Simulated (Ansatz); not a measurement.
**The (211) surface of fcc Ir in its 1x1 cell, outermost plane spacing 0.79 Å in the ideal cut**

Calculation: r2SCAN, at the PBE geometry (plane waves to 500 eV, PAW; Ansatz, a quantum-chemistry and plane-wave program).

Set-up: 14 atoms, 10.3 Å thick at the start (thin: gaps and levels are the slab's own); mesh 14x6x1; 0.1 eV smearing; dipole correction on; single point; on the structure that PBE left under its start's symmetry; no spin, no spin-orbit, no U.

```
Property                                                             Value
-----------------------------------  -------------------------------------
surface energy (mean of both faces)                             188 meV/Å²
work function of the top face                                      5.30 eV
cost                                 about 5 core-minutes (a rough figure)
```
